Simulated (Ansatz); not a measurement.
Start from GaSb in the zinc blende structure (space group F-43m, No. 216; a = 6.134 Å).

Modification: full substitution Sb → As, then cell and atoms are relaxed.

Levels (all Ansatz, a quantum-chemistry and plane-wave program, PAW, earlier PAW set): r2SCAN (500 eV, spin-orbit coupling left out); HSE06 (420 eV, no SOC); HSE06+SOC (420 eV, with spin-orbit coupling).

One geometry, relaxed with r2SCAN, under each level:

The valence-band top lists the three highest levels at Γ (Kramers pairs under SOC), from the VBM.

```csv
level,band gap,lowest conduction level above the VBM at special points,valence-band top at Γ
r2SCAN,0.97 eV,Γ 0.97 eV; L 1.36 eV; X 1.78 eV,"0.00, 0.00, 0.00 eV"
HSE06,1.37 eV,Γ 1.37 eV; L 1.74 eV; X 2.07 eV,–
HSE06+SOC,___,___,___
```

Question: Give the withheld HSE06+SOC results.

Answer: 
- HSE06+SOC, band gap: 1.25 eV
- HSE06+SOC, lowest conduction level above the VBM at special points: Γ 1.25 eV; L 1.62 eV; X 1.95 eV
- HSE06+SOC, valence-band top at Γ: 0.00, 0.00, -0.36 eV

Single points use the geometry relaxed with r2SCAN. Differences between runs with and without spin-orbit coupling are approximate. No phonon test of stability was made.
